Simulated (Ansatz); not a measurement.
## GaN: pressure series

Take GaN in the zinc blende structure (space group F-43m, No. 216; a = 4.549 Å) as the base.

Cell and atoms are relaxed at each pressure.

The values are results of Ansatz (a quantum-chemistry and plane-wave program) PBE, spin-orbit coupling left out, not measurements.

| pressure (GPa) | band gap (eV) |
|---|---|
| -2 | 1.46 |
| -1 | 1.50 |
| 0 | 1.54 |
| 0.3 | 1.55 |
| 0.7 | 1.57 |
| 1.5 | 1.59 |
| 3 | ? |
| 5 | 1.72 |
| 10 | 1.87 |

Q: Fit E_g = E₀ + αP + βP² to the rows shown and predict the withheld row.

A: Least squares on the printed values gives E₀ = 1.54 eV, α = 38.5 meV/GPa, β = -0.54 meV/GPa² (largest residual 0.01 eV); this predicts 1.65 eV, and the run gives 1.65 eV, in agreement.

Load acts through the strain it causes; cell and atoms are relaxed under it. Whether these cells are dynamically stable was not tested. Tetrahedral semiconductors of this kind turn to denser phases somewhere between about 1 and 50 GPa; those were not computed, so compressed cells here can lie past the real transition. This is not the structure that GaN has at room temperature and ambient pressure.
